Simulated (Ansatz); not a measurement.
**Co on the 1x1 (0001) surface of corundum (cut with top plane Al), one in a 1x1 cell, started at the site 'hollow Al-O-O-O over O at depth 2.3 Å #2'**

Host crystal: corundum, with a band gap (PBE, scalar-relativistic without spin-orbit coupling).

These are PBE (plane waves to 420 eV, PAW; Ansatz, a first-principles code) values and carry that method's errors.

Set-up: 21 atoms, 6.7 Å thick at the start under the adsorbate (thin: gaps and levels are the slab's own); mesh 6x6x1; 0.01 eV smearing; dipole correction on; 9 atoms held, the rest relaxed; no symmetry held; spin-polarised, ending with about 2.1 μB a cell, a value that depends on the mesh; orders that need a larger cell were not tried, no spin-orbit, no U, no dispersion correction. The slab shows no gap over 0.04 eV on its mesh. At the end it is bonded to Al + 3 O. In PBE it is, or lies within 0.03 eV of, the lowest of the starts that converged.

- adsorption energy against an atom of hcp Co, ferromagnetic = 74.4 kcal/mol
- work function of the top face = 4.47 eV
- change of the step from the bottom to the top vacuum level, against the clean slab = 0.74 eV
- energy released by relaxation = 1.06 eV
- height of the binding atom over the mean of the host atoms within 0.3 Å of the top one = 0.784 Å
- nearest host atoms of the binding atom = O at 2.12 Å, O at 2.12 Å, O at 2.12 Å
- largest move of a host atom = 0.60 Å
- caution = the clean host was not checked against rearrangement in a larger or rattled cell
- note = in the relaxation the adsorbate left its starting site by 1.7 Å
- cost = about 40 core-minutes (a rough figure)

A negative adsorption energy means that the adsorbate is more stable on the surface than in its reference.
